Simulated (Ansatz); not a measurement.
Consider ZnS in the wurtzite structure (space group P6_3mc, No. 186; a = 3.8451 Å, c = 6.3057 Å).

(Cell as relaxed with PBE.)

Levels (all Ansatz, an electronic-structure program, PAW): PBE (420 eV, no spin-orbit coupling); r2SCAN (500 eV, no spin-orbit coupling).

Each level relaxes its own structure.

```
base                      PBE    r2SCAN
-------------------  --------  --------
volume per atom      20.18 Å³  19.59 Å³
lattice parameter a   3.845 Å   3.806 Å
band gap              2.08 eV   2.78 eV
```

Modification: hydrostatic tension (pressure −2 GPa).

| quantity | PBE | r2SCAN |
|---|---|---|
| shortest interatomic distance | 2.381 Å | [?] |
| valence-band top at Γ (three highest levels, from the VBM) | 0.00, 0.00, -0.07 eV | [?] |
| band gap | 1.95 eV | [?] |

Question: Given the PBE results, estimate those of r2SCAN.

Answer: 
- shortest interatomic distance, r2SCAN: 2.354 Å
- valence-band top at Γ (three highest levels, from the VBM), r2SCAN: 0.00, 0.00, -0.08 eV
- band gap, r2SCAN: 2.65 eV

PBE's shortest interatomic distance lies 0.0264 Å above r2SCAN's (1.1 %); PBE's band gap lies 0.708 eV below r2SCAN's. Neither level is exact; r2SCAN is the comparison here, not a measurement.

Load acts through the strain it causes; cell and atoms are relaxed under it. No phonon test of stability was made.
